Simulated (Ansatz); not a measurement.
Defect: interstitial O in corundum, charge state -2. The step: several atoms move together, O the farthest; the atom moves 1.09 Å along (0.23, 0.03, -0.02) of the unit cell; the moving atom starts with neighbours 2 Al at 1.88, Al at 1.91, Al at 1.97; O at 2.18, O at 2.21, O at 2.30 Å and ends with 2 Al at 1.88, Al at 1.91, Al at 1.97; O at 2.18, O at 2.21, O at 2.30 Å. DFT values are from Ansatz (plane-wave PAW, 420 eV unless said) in a cell of 120 host sites, spin-restricted, static, with no finite-size correction. The charge state is imposed; whether it is stable for some Fermi level was not computed. Sites that were not tried may lie lower. For the PBE band: the saddle point's order was not checked.

```csv
Level,Forward barrier (eV),Cost of the band or of the saddle's single point
"CHGNet universal potential (has no charge state), its own band",0.16,-
"PBE, the Γ point alone, band relaxed",0.52,very roughly 13 core-minutes
"PBE, a 2×2×2 k-point mesh shifted by half a step along c, same geometries",0.51,around 2.3 core-minutes (rough)
"r2SCAN at 500 eV, the Γ point alone, same geometries",…,around 50 core-seconds (rough)
```

Problem. Fill in the missing entries.

Solution. 
- r2SCAN at 500 eV, the Γ point alone, same geometries, Forward barrier (eV): 0.53

Ansatz is a first-principles code.
